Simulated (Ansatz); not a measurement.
Si (model structure, R-3m, No. 166, 6 atoms in the cell), treated with dielectric-dependent PBEsol hybrid (plane waves, PAW; Ansatz, a quantum-chemistry and plane-wave program).

Settings: plane-wave cutoff 460 eV, 6×6×6 k mesh, Fermi–Dirac smearing 0.01 eV, scalar-relativistic PAW data made under PBE.

The cell is the one relaxed with PBEsol. Conventional cell: a = 3.8301 Å, b = 3.8301 Å, c = 28.3767 Å, α = 90.00°, β = 90.00°, γ = 120.00°.

```xyz
6
Lattice="1.9151 1.1057 9.4589 -1.9151 1.1057 9.4589 0.0000 -2.2113 9.4589" Properties=species:S:1:pos:R:3 pbc="T T T"
Si     0.0000     0.0000    20.8832
Si     0.0000     0.0000    23.2503
Si     0.0000     0.0000     5.1265
Si     0.0000     0.0000     7.4936
Si     0.0000     0.0000    27.2024
Si     0.0000     0.0000     1.1744
```

**Question.** List the 16 lowest band energies at Γ above −25 eV (eV, relative to the valence band maximum), grouping those that round alike.

**Answer.** At Γ: -12.60, -11.19, -11.18, -5.77, -5.75, -1.25 (×2), -1.17 (×2), -0.23, 0.00 (×2), 1.72, 1.96, 2.54 (×2).

Note: the run warned that its exchange threshold was loose for the stress; the relaxation could raise the start's symmetry but not lower it, so the cell can be a saddle point; cell and atoms aren't relaxed at this level (pressure -0.3 GPa).

A model structure was made by putting elements into a prototype or built by hand; it is no filed structure, need not be a known phase, and can be a saddle point held by its symmetry.
